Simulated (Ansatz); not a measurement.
**CdSe: pressure series**

Consider CdSe in the wurtzite structure (space group P6_3mc, No. 186; a = 4.383 Å, c = 7.154 Å).

Cell and atoms are relaxed at each pressure.

All numbers come from PBE in Ansatz (plane waves to 420 eV, PAW, scalar-relativistic without spin-orbit coupling).

```json
[
 {"variant": "base", "lattice parameter a": "8.282 bohr", "band gap": "0.54 eV"},
 {"variant": "pressure −2 GPa", "lattice parameter a": "8.425 bohr", "band gap": "?"},
 {"variant": "pressure −1 GPa", "lattice parameter a": "8.350 bohr", "band gap": "0.49 eV"},
 {"variant": "pressure 0.3 GPa", "lattice parameter a": "8.264 bohr", "band gap": "0.56 eV"},
 {"variant": "pressure 0.7 GPa", "lattice parameter a": "?", "band gap": "?"},
 {"variant": "pressure 1.5 GPa", "lattice parameter a": "8.196 bohr", "band gap": "0.61 eV"},
 {"variant": "pressure 3 GPa", "lattice parameter a": "8.119 bohr", "band gap": "0.67 eV"},
 {"variant": "pressure 5 GPa", "lattice parameter a": "8.029 bohr", "band gap": "0.74 eV"},
 {"variant": "pressure 7.5 GPa", "lattice parameter a": "7.934 bohr", "band gap": "0.81 eV"},
 {"variant": "pressure 10 GPa", "lattice parameter a": "7.849 bohr", "band gap": "0.87 eV"}
]
```

**Question.** Some entries are withheld; estimate them.

**Answer.** 
- pressure −2 GPa, band gap: 0.43 eV
- pressure 0.7 GPa, lattice parameter a: 8.240 bohr
- pressure 0.7 GPa, band gap: 0.58 eV

Load acts through the strain it causes; cell and atoms are relaxed under it. Whether these cells are dynamically stable was not tested. Measured, CdSe leaves this structure (for rock salt) near 2.72 GPa (temperature not stated; as listed in Datta, Sujoy, Jana, Debnarayan, arXiv (2020)), on rising pressure, with hysteresis.

Ansatz is a first-principles code.
